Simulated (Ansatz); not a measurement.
Functionals compared on a constructed model of the (111) surface of fcc Au, a pseudomorphic layer of Cu in the host's stacking (bottom of the slab: a bare face, its two planes held), in Ansatz (plane waves, PAW). The structure was relaxed with PBE; the other rows are single points on it. Cutoff 420 eV (500 eV for r2SCAN).

Model: 7-atom slab, 14.2 Å thick at the start, 15x15x1 mesh, Fermi-Dirac 0.1 eV, dipole correction, 2 atoms held, the rest relaxed; held to the start's symmetry, so lower structures may exist; no spin, no spin-orbit, no U. In PBE it is, or lies within 0.01 eV a 1x1 cell of, the lowest of the 2 structures of its composition computed so far; larger cells were not tried. These notes are the PBE run's.

```tsv
functional	work function of the top face (eV)	rough cost of the single point
PBE	4.44	–
RPBE	4.27	roughly 40 core-seconds
r2SCAN	4.44	very roughly 70 core-seconds
```

Ansatz is a program for electronic structure.
